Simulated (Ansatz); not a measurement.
ZnS (P6_3mc), PBE with spin-orbit coupling, rigid bands (Ansatz, an electronic-structure program): Condition of this run: uniaxial stress along c of -4 GPa (compression positive) (the target of the relaxation). band gap 2.05 eV, N_c = 2.01e18 cm⁻³ and N_v = 3.06e19 cm⁻³ at 300 K, conductivity masses along x (a = (3.75, 0.00, 0.00) Å; b = (-1.88, 3.25, 0.00) Å; c = (0.00, 0.00, 6.41) Å) of 0.209 mₑ (electrons) and 0.963 mₑ (holes). Take k_BT = 0.02585 eV.

Question: Find the intrinsic carrier density and the intrinsic Fermi level.

Answer: n_i = √(N_c N_v) exp(−E_g/2k_BT) = 7.84e18 × exp(−39.65) = 4.7e1 cm⁻³. The level lies (k_BT/2) ln(N_v/N_c) = 35 meV from mid-gap (positive towards the conduction band). Each 0.1 eV added to the gap lowers n_i by a factor of 6.9.

Question: What thermal injection velocity √(2k_BT/πm) limits a ballistic channel along the direction named?

Answer: 1.18e7 cm/s for electrons and 5.48e6 cm/s for holes, a ratio of √(m_h/m_e) = 2.15, for dilute carriers.

Question: What built-in voltage has an abrupt junction with N_A = 1e17 and N_D = 1e17 cm⁻³, all dopants ionised?

Answer: V_bi = E_g/e − (k_BT/e) ln(N_c N_v/(N_A N_D)) = 2.05 − 0.02585 × 8.72 = 1.82 V. It follows the computed gap one for one.

Rigid, parabolic bands with the computed gap; masses take one relaxation time for all states. Geometry: cell and atoms relaxed with PBEsol.
